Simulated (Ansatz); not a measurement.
Structures of equal composition on the (113) surface of germanium: 1 pair of surface atoms bonded, B on one of 4 surface atoms, no caps; 1 pair of surface atoms bonded, B on one of 4 atoms under the surface, no caps. The slabs share one bottom face, and each structure is named by its start. These are constructed structures in small cells; real faces may alloy, dewet or reconstruct in larger ones, and not all known structures of the face are among them. Slabs of about 14 Å with all that they carry, Fermi-Dirac smearing of 0.025 eV. Bottom of the slabs: built like the top, H on every dangling bond, free. Relaxed from the named starts with such symmetry as they have, on meshes of like density; energies extrapolated to zero smearing; no spin-orbit coupling, no U. Spin-polarised runs, if any, are marked in brackets, and their order is one that fits the cell; the others ran without spin. Where a second, spin-polarised start was run, the lower counts.

Computed with PBE (plane waves to 420 eV, PAW; Ansatz, a first-principles code).

Rank these by energy per 1x1 cell (lowest first), as PBE gives it.

1 pair of surface atoms bonded, B on one of 4 surface atoms, no caps (0.000 eV (1 B–Ge bonds formed) [spin start, no net moment], no gap over 0.04 eV on the mesh), 1 pair of surface atoms bonded, B on one of 4 atoms under the surface, no caps (0.027 eV (1 Ge–Ge bonds formed) [spin start, no net moment], no gap over 0.04 eV on the mesh)
